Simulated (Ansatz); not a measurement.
How far PBE-D3(BJ) and r2SCAN+rVV10 part for ZrS2, biaxial strain +4.99 %, plane normal [001], relaxed out of plane

Take ZrS$_{2}$ in the CdI2 type structure (space group P-3m1, No. 164; a = 3.635 Å, c = 5.720 Å; layered, stacked along the Cartesian z axis) as the base. Axes: x lies along a and z along c of the hexagonal cell.

(Cell as relaxed with PBE-D3(BJ).)

Levels (all Ansatz, a program for electronic structure, PAW): PBE-D3(BJ) (420 eV, no SOC); r2SCAN+rVV10 (500 eV, spin-orbit coupling left out).

Each level relaxes its own structure.

```tsv
base	PBE-D3(BJ)	r2SCAN+rVV10
volume per atom	21.81 Å³	22.84 Å³
lattice parameter a	3.635 Å	3.674 Å
band gap	0.66 eV	1.17 eV
```

The change: biaxial strain +4.99 %, plane normal [001], relaxed out of plane (Cartesian); in-plane vectors clamped, the third vector and the atoms free.

| quantity | PBE-D3(BJ) | r2SCAN+rVV10 |
|---|---|---|
| shift of the gap caused by the change | +0.26 eV | … |
| shortest interatomic distance | 2.595 Å | … |
| mean in-plane stress (compression positive) | -6.7 GPa | … |
| smallest direct gap | 1.12 eV | … |
| band gap | 0.92 eV | … |

Task: What does r2SCAN+rVV10 give?

Result: 
- shift of the gap caused by the change, r2SCAN+rVV10: +0.20 eV
- shortest interatomic distance, r2SCAN+rVV10: 2.607 Å
- mean in-plane stress (compression positive), r2SCAN+rVV10: -7.0 GPa
- smallest direct gap, r2SCAN+rVV10: 1.48 eV
- band gap, r2SCAN+rVV10: 1.37 eV

PBE-D3(BJ)'s shift of the gap caused by the change lies 0.055 eV above r2SCAN+rVV10's; PBE-D3(BJ)'s shortest interatomic distance lies 0.0112 Å below r2SCAN+rVV10's (0.4 %); PBE-D3(BJ)'s in-plane stress lies 0.3 GPa above r2SCAN+rVV10's; PBE-D3(BJ)'s smallest direct gap lies 0.36 eV below r2SCAN+rVV10's; PBE-D3(BJ)'s band gap lies 0.45 eV below r2SCAN+rVV10's. Neither level is exact; r2SCAN+rVV10 is the comparison here, not a measurement.

No phonon test of stability was made.
